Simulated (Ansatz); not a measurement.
Ansatz (an electronic-structure program), DFT, PBE, plane waves, its default PAW files, spin-polarised: hcp Gd, atoms displaced (Gd16), 16 atoms, spin-polarised from a ferromagnetic start (7 μB on Gd). Basis and mesh were picked for this test and aren't claimed converged.

```json
{
  "cell": "7.27, 7.27, 11.57 Å; 90, 90, 120°",
  "distance_to_the_nearest_atom": "3.49 to 3.57 Å",
  "task": "single point",
  "k mesh": "3×3×2",
  "hamiltonian.xc": "pbe",
  "kind_of_files": "paw",
  "scf.occupations.method": "fermi_dirac",
  "scf.occupations.width": "0.1 eV",
  "output.forces": "true",
  "magnetization.spin_polarized": "true",
  "memory maximum (--max-ram)": "200GiB",
  "accuracy": "medium (default)",
  "basis.precision": "auto (default)",
  "basis.xc_grid": "2 (default)",
  "scf.eigensolver.kind": "auto (default)",
  "scf.mixing.algorithm": "auto (default)",
  "scf.mixing.preconditioner": "auto (default)",
  "scf.convergence.dr2_threshold": "1e-07 (default)",
  "scf.lower_state_search": "light (default)",
  "k-points after symmetry (for each spin)": "10",
  "bands_at_the_start": "240",
  "electrons": "288",
  "plane waves at Γ": "10347",
  "cutoff (eV)": "420",
  "FFT grid": "50×50×80",
  "symmetry_operations": "1"
}
```

It runs on a single node (AMD EPYC (Zen 5), 96 cores on 1 socket, no SMT, 12 L3 cache groups).

Each time is the median wall time of two to five repeats, run one at a time on the otherwise empty machine; start-up is included. Processes are pinned to neighbouring cores unless said otherwise. The build: release build for x86-64 with AVX-512, one process with threads; another build can shift the numbers. Scratch files lie in a memory file system.

Started as
```bash
OMP_NUM_THREADS=32 ANSATZ_TIMINGS=1 ansatz run --backend cpu --threads 32 --max-ram 200GiB --events-out run.ndjson --runs-dir run.runs --progress --plain run.yaml
```
(32 threads) it takes 11 s and 14 SCF iterations.

Question: How long does it take after this change: 16 threads, free to use the whole host (workers unbound)?

Answer: About 14 s (3 runs within 1 %): 1.3× as long, on 16 cores in place of 32, so 0.64× the core-time. The largest move is in band solves (diag): 7.4 s to 9.9 s. What the program resolved moves too: eigensolver slots from 20 to 16, workers bound from true to false. Applications of H to a band go from 143867 to 143878. Change in the result: energy under 0.001 meV/atom, forces (largest component) under 0.001 meV/Å, magnetization under 0.001 μB/atom, absolute magnetization under 0.001 μB/atom.

Keys are those of Ansatz 0.2.
